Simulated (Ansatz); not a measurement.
The starting structures come from a database of crystals and need not be the phases stable at ambient conditions.

Tunnelling through a barrier is set by its complex band structure: the current falls as exp(−2κd) with the smallest κ.

Input:

```
AlLiHO5P
1.0
    7.11300     0.00000     0.00000
   -0.16023     7.80856     0.00000
    1.67644    -3.75943     2.99850
Li Al H P O
2 2 2 2 10
Direct
  0.68680   0.39400   0.14400
  0.31320   0.60600   0.85600
  0.00000   0.00000   0.00000
  0.50000   0.00000   0.00000
  0.15250   0.07080   0.40860
  0.84750   0.92920   0.59140
  0.73480   0.64310   0.97030
  0.26520   0.35690   0.02970
  0.15850   0.66570   0.36320
  0.84150   0.33430   0.63680
  0.42260   0.24020   0.59530
  0.57740   0.75980   0.40470
  0.38990   0.32360   0.19820
  0.61010   0.67640   0.80180
  0.89620   0.79250   0.05640
  0.10380   0.20750   0.94360
  0.22560   0.95770   0.09370
  0.77440   0.04230   0.90630
```

Space group of this cell: P-1. The cell is taken as given; by PBEsol its mean pressure is -3.6 GPa.

Transport runs along the normal of the first two printed cell vectors.

No gap correction and no spin-orbit coupling; mid-gap values are interpolated between computed energies.

Compute, with PBEsol (Ansatz, a quantum-chemistry and plane-wave program), the band gap and the smallest decay constant κ at mid-gap.

Gap 5.63 eV on a 6×6×10 mesh; κ = 0.456 1/Å, at the zone centre.
